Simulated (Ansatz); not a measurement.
Start from BAs in the zinc blende structure (space group F-43m, No. 216).

```yaml
crystal:
  lattice:
    - [0.00000, 2.36609, 2.36609]
    - [2.36609, 0.00000, 2.36609]
    - [2.36609, 2.36609, 0.00000]
  atoms:
    - { symbol: B, position: [0.00000, 0.00000, 0.00000] }
    - { symbol: As, position: [0.25000, 0.25000, 0.25000] }
```

The values are results of LDA in Ansatz (plane waves to 420 eV, PAW, no SOC), not measurements.

Before the change:

Gap character: indirect, Γ → Γ–X (82 % along)
Band gap: 1.11 eV

It is then changed as follows: the cell is scaled by 1.0250 in all directions, atoms relaxed at fixed cell.

Task: How does this affect the gap character?

Result: The gap character is still indirect, Γ → Γ–X (82 % along).

Task: What happens to the band gap?

Result: The band gap grows by 0.06 eV to 1.17 eV.

The cells carry an imposed strain or load. Stability against distortions was not tested.

Ansatz is a first-principles code.
